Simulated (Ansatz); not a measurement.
**Effect of O interstitial (started 1.83 Å from the nearest host atom), symmetric start on hypothetical CdI2 type SiO2**

Start from a 12-atom supercell of SiO₂ in the CdI2 type structure (space group P-3m1, No. 164; a = 2.670 Å, c = 4.542 Å; a hypothetical phase, not in the database extracts checked; layered, stacked along the Cartesian z axis) at its relaxed geometry.

One thing is altered: one O atom is added in an open site, starting 1.83 Å from the nearest host atom, atoms relaxed at fixed cell.

All numbers come from plane-wave PAW DFT at the r2SCAN+rVV10 level (Ansatz, a program for electronic structure, 500 eV), no SOC. Γ-centred 7×7×7 mesh, Fermi–Dirac width 0.01 eV.

The pressure goes from zero to 17.7 GPa and the largest displacement of a host atom from its site in the perfect cell amounts to 0.28 Å. The final site of the added atom is 1 Si at 1.85 Å.

Final structure:

```yaml
crystal:
  lattice:
    - [5.34054, 0.00000, 0.00000]
    - [-2.67027, 4.62504, 0.00000]
    - [2.67027, 4.62504, 4.54229]
  atoms:
    - { symbol: Si, position: [0.01503, 0.01473, 0.98512] }
    - { symbol: Si, position: [0.01503, 0.51518, 0.98512] }
    - { symbol: Si, position: [0.51458, 0.01473, 0.98512] }
    - { symbol: Si, position: [0.45300, 0.45300, 0.04700] }
    - { symbol: O, position: [0.13449, 0.95406, 0.18508] }
    - { symbol: O, position: [0.13449, 0.49535, 0.18508] }
    - { symbol: O, position: [0.63486, 0.96820, 0.19847] }
    - { symbol: O, position: [0.67578, 0.49535, 0.18508] }
    - { symbol: O, position: [0.35593, 0.52283, 0.81027] }
    - { symbol: O, position: [0.39219, 0.05886, 0.77447] }
    - { symbol: O, position: [0.85663, 0.52283, 0.81027] }
    - { symbol: O, position: [0.85663, 0.02353, 0.81027] }
    - { symbol: O, position: [0.04470, 0.04470, 0.45530] }
```

The magnetic state is the one reached from the starting moments; the real material's order can differ, and small cells can't hold many antiferromagnetic ones. The cell is small, so the values are those of an ordered compound at a high defect concentration; dilute-limit values will differ. The defect started on the symmetric site and kept its symmetry, so it may sit on a saddle. The defect cell is spin-polarised and ends with 2.0 μB.
